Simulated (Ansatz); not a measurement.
**Several settings converged on ZnPt3 (Pm-3m, 4 atoms in the cell)**

```yaml
crystal:
  lattice:
    - [3.91025, 0.00000, 0.00000]
    - [0.00000, 3.91025, 0.00000]
    - [0.00000, 0.00000, 3.91025]
  atoms:
    - { symbol: Zn, position: [0.00000, 0.00000, 0.00000] }
    - { symbol: Pt, position: [0.50000, 0.50000, 0.00000] }
    - { symbol: Pt, position: [0.00000, 0.50000, 0.50000] }
    - { symbol: Pt, position: [0.50000, 0.00000, 0.50000] }
```

Base method: LDA (PW92), default PAW files made with PBE (plane waves; Ansatz, an electronic-structure program).

Base settings: basis.ecutwfc = 420 eV; kpoints.mp_grid.grid = 9 9 9; hamiltonian.xc = lda; hamiltonian.pseudopotentials = {kind: paw} (the program's default PAW files); scf.occupations.method = gaussian; scf.occupations.width = 0.1 eV.

Core times come from one kind of shared machine, to one figure; runs under 30 s give none.

**Zone-centre phonons against the cutoff**

In this ladder: phonons.method = dfpt.

The mesh stays at the base's, so the ladder's end is converged at best in this setting alone.

Frequencies are those of the unrelaxed cell, without the LO-TO term of polar crystals.

Only quantities that move along the ladder and can be compared are tabulated.

| basis.ecutwfc | highest zone-centre frequency (cm⁻¹) | lowest optical frequency (cm⁻¹) | core time / last (rough) |
|---|---|---|---|
| 210 eV | 71.3 | -56.4 | 0.3 |
| 250 eV | 188.1 | 105.6 | 0.3 |
| 295 eV | 187.7 | 102.7 | 0.3 |
| 355 eV | 178.3 | 96.9 | 0.4 |
| 420 eV | 178.1 | 96.7 | 0.5 |
| 630 eV | 178.0 | 96.7 | 1 |

Coarsest basis.ecutwfc that holds the lowest optical frequency within 5 cm⁻¹ of the last step, with all finer ones: 355 eV, at about 0.4 of the last step's time; the step before is off by 6.1 cm⁻¹.

Coarsest basis.ecutwfc that holds the highest zone-centre frequency within 2 cm⁻¹ of the last step, with all finer ones: 355 eV, at about 0.4 of the last step's time; the step before is off by 9.7 cm⁻¹.

Two neighbours can agree and both be off: 250 eV and 295 eV differ by 0.4 cm⁻¹ in the highest zone-centre frequency, yet lie about 9.7 cm⁻¹ from the last step.

**Zone-centre phonons against the mesh**

In this ladder: phonons.method = dfpt.

Frequencies are those of the unrelaxed cell, without the LO-TO term of polar crystals.

Only quantities that move along the ladder and can be compared are tabulated.

```csv
kpoints.mp_grid.grid,highest zone-centre frequency (cm⁻¹),lowest optical frequency (cm⁻¹),core time / last (rough)
3 3 3,191.3,114.7,–
4 4 4,179.7,112.4,0.03
5 5 5,178.3,96.7,0.03
7 7 7,176.9,93.1,0.07
8 8 8,178.5,103.5,0.1
12 12 12,178.2,100.4,0.7
15 15 15,178.1,99.7,1
```

Coarsest kpoints.mp_grid.grid that holds the highest zone-centre frequency within 2 cm⁻¹ of the last step, with all finer ones: 4 4 4, at about 0.03 of the last step's time; the step before is off by 13 cm⁻¹.

Coarsest kpoints.mp_grid.grid that holds the lowest optical frequency within 10 cm⁻¹ of the last step, with all finer ones: 5 5 5, at about 0.03 of the last step's time; the step before is off by 13 cm⁻¹.

On the base run: the starting cell comes from a database of computed structures (which also holds hypothetical and non-ambient phases and stackings), without a prior relaxation at this level. Its lattice was rescaled by up to half a per cent. Spin polarisation is off. In the base run, with a pressure of about -11 GPa the cell is away from its equilibrium volume at this level.

Keys are those of Ansatz 0.2.
